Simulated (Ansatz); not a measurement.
Start from SiC in the zinc blende structure (space group F-43m, No. 216).

```xyz
2
Lattice="0.0000 2.1782 2.1782 2.1782 0.0000 2.1782 2.1782 2.1782 0.0000" Properties=species:S:1:pos:R:3 pbc="T T T"
C      3.2673     3.2673     3.2673
Si     0.0000     0.0000     0.0000
```

Cartesian axes are those of the cell as printed.

Level of theory: r2SCAN in Ansatz (plane waves to 500 eV, PAW, no spin-orbit coupling).

For the base:

```
Property                               Value
---------------------  ---------------------
Valley order           X along ⟨100⟩ 1.71 eV
Valence-band top at Γ    0.00, 0.00, 0.00 eV
```

It is then changed as follows: biaxial strain +0.61 %, plane normal [001], relaxed out of plane (Cartesian); in-plane vectors clamped, the third vector and the atoms free.

Q: Estimate the effect on the valley order.

A: The valley order (the lowest conduction-band minima on the path, energy above the VBM, named in the base's zone) becomes X along [001] 1.61 eV; X along [100] 1.70 eV (base: X along ⟨100⟩ 1.71 eV).

Q: Predict the new valence-band top at Γ.

A: The valence-band top at Γ (three highest levels, from the VBM) becomes 0.00, -0.07, -0.07 eV (base: 0.00, 0.00, 0.00 eV).

Q: Predict the new out-of-plane strain.

A: The out-of-plane strain amounts to -0.40 %.

Q: Predict the new in-plane stress.

A: The mean in-plane stress (compression positive) is -2.8 GPa.

The levels and masses belong to the bands next to the band gap. Whether these cells are dynamically stable was not tested.

Ansatz is an electronic-structure program.
